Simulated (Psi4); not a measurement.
Psi4 1.11, PBE/def2-svp: Mo(O)(S)(OMe)(SH) (C[O][Mo](=[O])(=[S])[SH]), 10 atoms. The geometry is a generated start, not checked to be a minimum at this level.

- task: energy
- method: pbe
- basis: def2-svp
- memory: 3 GB
- maxiter: 100
- keys of the molecule block: symmetry c1
- scf_type: df (default)
- e_convergence: 1e-06 (default)
- d_convergence: 1e-06 (default)
- dft_radial_points: 75 (default)
- dft_spherical_points: 302 (default)
- effective core potentials: those of the basis set, past Kr
- basis functions: 129
- grid points: 215638

```xyz
10

Mo     0.4602     1.1624     0.4046
O      1.1182     2.4981    -0.2713
S      1.3743     0.7355     2.3053
O      0.2136    -0.3521    -0.3903
C      0.1251    -1.5349    -1.1059
H     -0.2041    -1.3317    -2.1346
H      1.1103    -2.0221    -1.1302
H     -0.5943    -2.2057    -0.6159
S     -1.6577     1.9859     0.9995
H     -1.9456     1.0646     1.9387
```

Charge 0 and multiplicity 1 are set for this test and not shown to be the ground state.

With the defaults (diis_max_vecs = 10, diis = true, scf_initial_accelerator = adiis, damping_percentage = 0, guess = auto, which took SAD, diis_start = 1, soscf = false, soscf_start_convergence = 0.01) it converges in 13 SCF iterations. One run each on 2 threads, with these changes:
- guess = gwh
- diis = false, scf_initial_accelerator = none, damping_percentage = 60
- guess = core
- diis_start = 4
- soscf = true, soscf_start_convergence = 0.1
- scf_initial_accelerator = none
- guess = modhuckel
- diis_max_vecs = 3
- diis_max_vecs = 20

**Question.** Name the settings that don't reach the solution of the defaults.

**Answer.** No convergence: diis_max_vecs = 3; diis = false, scf_initial_accelerator = none, damping_percentage = 60 (the run ends without SCF convergence in 100 iterations). The rest reach the solution of the defaults.

```
setting                                                                SCF iterations  JK calls             end
---------------------------------------------------------------------  --------------  --------  --------------
the defaults                                                                       13        14   same solution
diis_max_vecs = 20                                                                 14        15   same solution
scf_initial_accelerator = none                                                     14        15   same solution
guess = modhuckel                                                                  15        47   same solution
guess = core                                                                       17        17   same solution
guess = gwh                                                                        19        19   same solution
diis_start = 4                                                                     22        23   same solution
soscf = true, soscf_start_convergence = 0.1                                        45       201   same solution
diis_max_vecs = 3                                                                 100       101  no convergence
diis = false, scf_initial_accelerator = none, damping_percentage = 60             100       101  no convergence
```

An SOSCF iteration holds several JK calls; a Hückel guess adds calls on atoms. 1 further run of the study ended by our limits or in an error and is left out.
